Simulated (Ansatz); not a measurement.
The parent structure is Pd in the fcc (Cu type) structure (space group Fm-3m, No. 225; relaxed with 0.1 eV smearing).

```yaml
crystal:
  lattice:
    - [0.00000, 1.92070, 1.92070]
    - [1.92070, 0.00000, 1.92070]
    - [1.92070, 1.92070, 0.00000]
  atoms:
    - { symbol: Pd, position: [0.00000, 0.00000, 0.00000] }
```

All numbers come from plane-wave PAW DFT at the LDA level (Ansatz, an electronic-structure program, 420 eV), no SOC.

Base values:

Pressure: 0.0 GPa
Band gap: zero

Perturbation: every lattice vector is stretched by 2.00 %; the atoms relax in the strained cell.

**Question.** What happens to the energy relative to the base?

**Answer.** The energy goes up by 33 meV/atom.

**Question.** What does the calculation give for the pressure after the change?

**Answer.** The pressure goes from zero to -11.4 GPa.

**Question.** How does this affect the band gap?

**Answer.** The band gap is still zero.

Whether these cells are dynamically stable was not tested. All final runs are without spin polarisation. Pd lies near a magnetic instability that expansion can trigger; it was not tested.
